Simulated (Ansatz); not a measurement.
AlN (Cmc2_1), Ansatz (a quantum-chemistry and plane-wave program) with r2SCAN with spin-orbit coupling, rigid bands: Condition of this run: uniaxial stress along a of -9 GPa (compression positive) (the target of the relaxation). band gap 4.58 eV, N_c = 4.30e18 cm⁻³ and N_v = 5.10e19 cm⁻³ at 300 K, conductivity masses along z (a = (3.21, 0.00, 0.00) Å; b = (-1.61, 2.67, 0.00) Å; c = (0.00, 0.00, 4.95) Å) of 0.309 mₑ (electrons) and 0.378 mₑ (holes). Take k_BT = 0.02585 eV.

Question: What thermal injection velocity √(2k_BT/πm) limits a ballistic channel along the direction named?

Answer: 9.68e6 cm/s for electrons and 8.75e6 cm/s for holes, a ratio of √(m_h/m_e) = 1.11, for dilute carriers.

Question: A film of it is 8 nm thick, with its normal along the direction named. Estimate the confinement energies in an infinite well.

Answer: ħ²π²/(2m t²) = 0.376 eV·nm²/(m/mₑ × t²) gives 19.0 meV for electrons and 15.5 meV for holes, so the gap would widen to about 4.61 eV. Finite barriers and nonparabolic bands lower this, and with several valleys or bands the heaviest mass along the normal sets the lowest level, not this average.

Question: Find the intrinsic carrier density and the intrinsic Fermi level.

Answer: n_i = √(N_c N_v) exp(−E_g/2k_BT) = 1.48e19 × exp(−88.58) = 5.0e-20 cm⁻³. The level lies (k_BT/2) ln(N_v/N_c) = 32 meV from mid-gap (positive towards the conduction band). Each 0.1 eV added to the gap lowers n_i by a factor of 6.9.

Rigid, parabolic bands with the computed gap; masses take one relaxation time for all states. Geometry: cell and atoms relaxed with PBEsol.
